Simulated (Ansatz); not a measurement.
CaTiO₃ (Pnma, No. 62), treated with PBEsol in Ansatz (plane waves, PAW).

Numerical settings: plane-wave cutoff 520 eV, 6×6×6 k mesh, Fermi–Dirac smearing 0.01 eV, no spin polarisation, scalar-relativistic PAW data made under PBE.

Properties against volume:

Shape and atoms are relaxed at each volume.

```json
[
 {"V (Å³/atom)": "10.573", "P (GPa)": "8.28", "direct gap at Γ (eV)": "2.490"},
 {"V (Å³/atom)": "10.793", "P (GPa)": "3.92", "direct gap at Γ (eV)": "2.459"},
 {"V (Å³/atom)": "11.013", "P (GPa)": "0.00", "direct gap at Γ (eV)": "2.428"},
 {"V (Å³/atom)": "11.233", "P (GPa)": "-3.53", "direct gap at Γ (eV)": "2.397"},
 {"V (Å³/atom)": "11.454", "P (GPa)": "-6.71", "direct gap at Γ (eV)": "2.363"}
]
```

A straight line through the gaps at Γ against ln V gives a volume deformation potential dE_g(Γ)/d ln V of -1.6 eV: the gap at Γ widens under compression.

Note: the relaxation could not lower the start's symmetry, so the cell can be a saddle point above a distorted one; the bulk modulus comes from volumes at which shape and atoms were relaxed.

Ansatz is an electronic-structure program.
